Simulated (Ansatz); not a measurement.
**Several settings converged on Mo₂Rh (Fmm2, 3 atoms in the cell)**

```
CELL_PARAMETERS angstrom
      0.00000     1.96783     6.19018
      1.86970     0.00000     6.19018
      1.86970     1.96783     0.00000
ATOMIC_POSITIONS crystal
  Mo 0.34462 0.34462 0.65538
  Mo 0.65942 0.65942 0.34058
  Rh 0.00000 0.00000 0.00000
```

Base method: PBEsol, default PAW files made with PBE (plane waves; Ansatz, a program for electronic structure).

Base settings: basis.ecutwfc = 420 eV; kpoints.mp_grid.grid = 12 12 12; hamiltonian.xc = pbesol; hamiltonian.pseudopotentials = {kind: paw} (the program's default PAW files); scf.occupations.method = gaussian; scf.occupations.width = 0.1 eV.

The count of work is k-points × plane waves × bands × iterations; it is no time. 

**The k-point mesh**

Only quantities that move along the ladder and can be compared are tabulated.

```csv
kpoints.mp_grid.grid,free energy less the last step's (meV/atom),pressure (GPa),largest difference of a force vector from the last step's (eV/Å),count of work / last
2 2 2,-113.60,-15.21,0.380,0.0055
4 4 4,107.36,-6.16,0.488,0.015
6 6 6,-40.91,-8.75,0.107,0.039
8 8 8,14.38,-7.59,0.089,0.081
10 10 10,-3.22,-8.27,0.078,0.15
12 12 12,3.58,-7.94,0.053,0.24
13 13 13,5.97,-7.97,0.008,0.29
20 20 20,0.00,-8.07,0.000,1.0
```

Coarsest kpoints.mp_grid.grid that holds the forces within 0.02 eV/Å of the last step, with all finer ones: 13 13 13, at 0.29 of the last step's count of work; the step before is off by 0.053 eV/Å.

Coarsest kpoints.mp_grid.grid that holds the free energy within 5 meV/atom: not settled: the last two steps still differ by 6.0 meV/atom, over half the tolerance, so the ladder does not show it.

Coarsest kpoints.mp_grid.grid that holds the pressure within 1 GPa of the last step, with all finer ones: 6 6 6, at 0.039 of the last step's count of work; the step before is off by 1.9 GPa.

**The k-point mesh at a smearing width of 0.02 eV**

In this ladder: scf.occupations.width = 0.02 eV.

Only quantities that move along the ladder and can be compared are tabulated.

```csv
kpoints.mp_grid.grid,free energy less the last step's (meV/atom),pressure (GPa),largest difference of a force vector from the last step's (eV/Å),count of work / last
4 4 4,110.46,-6.21,0.514,0.0092
5 5 5,25.79,-8.20,0.148,0.014
6 6 6,-41.43,-8.74,0.104,0.023
9 9 9,9.42,-7.90,0.006,0.064
14 14 14,0.97,-8.13,0.046,0.22
24 24 24,0.00,-8.07,0.000,1.0
```

Coarsest kpoints.mp_grid.grid that holds the free energy within 5 meV/atom of the last step, with all finer ones: 14 14 14, at 0.22 of the last step's count of work; the step before is off by 9.4 meV/atom.

Coarsest kpoints.mp_grid.grid that holds the pressure within 0.5 GPa of the last step, with all finer ones: 9 9 9, at 0.064 of the last step's count of work; the step before is off by 0.67 GPa.

Coarsest kpoints.mp_grid.grid that holds the forces within 0.02 eV/Å: not settled: the last two steps still differ by 0.046 eV/Å, over half the tolerance, so the ladder does not show it.

**The k-point mesh at a smearing width of 0.3 eV**

In this ladder: scf.occupations.width = 0.3 eV.

Only quantities that move along the ladder and can be compared are tabulated.

```csv
kpoints.mp_grid.grid,free energy less the last step's (meV/atom),pressure (GPa),largest difference of a force vector from the last step's (eV/Å),count of work / last
4 4 4,92.68,-5.95,0.444,0.0092
5 5 5,21.65,-7.80,0.092,0.012
6 6 6,-37.42,-8.65,0.104,0.020
9 9 9,4.20,-7.73,0.005,0.064
14 14 14,-0.08,-7.90,0.014,0.22
24 24 24,0.00,-7.91,0.000,1.0
```

Coarsest kpoints.mp_grid.grid that holds the pressure within 0.5 GPa of the last step, with all finer ones: 9 9 9, at 0.064 of the last step's count of work; the step before is off by 0.74 GPa.

Coarsest kpoints.mp_grid.grid that holds the forces within 0.02 eV/Å: not settled: the last two steps still differ by 0.014 eV/Å, over half the tolerance, so the ladder does not show it.

Coarsest kpoints.mp_grid.grid that holds the free energy within 2 meV/atom of the last step, with all finer ones: 14 14 14, at 0.22 of the last step's count of work; the step before is off by 4.2 meV/atom.

On the base run: the starting cell comes from a database of computed structures (which also holds hypothetical and non-ambient phases and stackings), without a prior relaxation at this level. Its lattice was rescaled by up to half a per cent. One atom was moved a little off its site on purpose. Spin polarisation is off. In the base run, with a pressure of about -8 GPa the cell is away from its equilibrium volume at this level. Ansatz's pressure includes its estimate of the finite-basis (Pulay) stress.

Keys are those of Ansatz 0.2.
